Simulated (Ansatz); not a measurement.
Consider CdTe in the zinc blende structure (space group F-43m, No. 216; a = 6.489 Å).

Levels (all Ansatz, an electronic-structure program, PAW): PBEsol (420 eV, scalar-relativistic without spin-orbit coupling); r2SCAN (500 eV, no spin-orbit coupling); HSE06 (420 eV, spin-orbit coupling left out).

One geometry, relaxed with PBEsol, under each level:

Notes on the quantities. hole mass: degenerate bands, along [100].

| level | band gap | lowest conduction level above the VBM at special points | electron mass | hole mass | pressure |
|---|---|---|---|---|---|
| PBEsol | 0.65 eV | Γ 0.65 eV; L 1.73 eV; X 2.51 eV; U 2.82 eV | 0.055 mₑ (at Γ) | 0.056, 0.51, 0.51 mₑ (at Γ) | 0.00 GPa |
| r2SCAN | 1.27 eV | Γ 1.27 eV; L 2.24 eV; X 2.90 eV; U 3.24 eV | 0.094 mₑ (at Γ) | 0.096, 0.52, 0.52 mₑ (at Γ) | 1.36 GPa |
| HSE06 | 1.62 eV | Γ 1.62 eV; L 2.64 eV; X 3.29 eV | – | – | – |

Single points use the geometry relaxed with PBEsol. Their cutoffs differ, which shifts pressures a little. Spin-orbit coupling, missing from the scalar runs, can matter with Te. Effective masses come from finite differences of ±0.01 Å⁻¹. Stability against distortions was not tested.
